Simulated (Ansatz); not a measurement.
What isotropic strain +2.25 % does to AgCl

The reference is AgCl in the CsCl type structure (space group Pm-3m, No. 221; a = 3.395 Å; a model cell, its experimental status unchecked).

It is then changed as follows: the cell is scaled by 1.0225 in all directions, atoms relaxed at fixed cell.

Computed with DFT with r2SCAN, PAW potentials and a 500 eV plane-wave cutoff in Ansatz (an electronic-structure program), spin-orbit coupling left out. k-mesh 10×10×10 (Γ-centred); smearing 0.05 eV (Fermi–Dirac).

| quantity | base | changed | shift |
|---|---|---|---|
| volume per atom | 19.56 Å³ | 20.91 Å³ | +1.35 Å³ |
| shortest interatomic distance | 2.940 Å | 3.006 Å | +0.066 Å |
| energy relative to the base (free energy F) | 0 meV/atom | +14 meV/atom | +14 meV/atom |
| pressure | 0.00 GPa | -3.20 GPa | -3.193 GPa |
| band gap | 1.23 eV | 1.19 eV | -0.04 eV |
| gap character | indirect, X → Γ | indirect, X → Γ | – |
| smallest direct gap | 2.87 eV | 2.62 eV | -0.245 eV |
| mean gap deformation potential ΔEg/Δln V | – | -0.6 eV | – |
| width of the top valence band | 1.65 eV | 1.43 eV | -0.22 eV |
| electron mass | 0.23 mₑ (at Γ) | 0.23 mₑ (at Γ) | – |
| hole mass (degenerate bands, along [100]) | 0.35, 1.9 mₑ (at X) | 0.37, 2.1 mₑ (at X) | – |

Final structure:

```yaml
crystal:
  lattice:
    - [3.47124, 0.00000, 0.00000]
    - [0.00000, 3.47124, 0.00000]
    - [0.00000, 0.00000, 3.47124]
  atoms:
    - { symbol: Ag, position: [0.00000, 0.00000, 0.00000] }
    - { symbol: Cl, position: [0.50000, 0.50000, 0.50000] }
```

Masses are band curvatures over ±0.01 Å⁻¹ around the edge. Whether these cells are dynamically stable was not tested. This is not the structure that AgCl has at room temperature and ambient pressure.
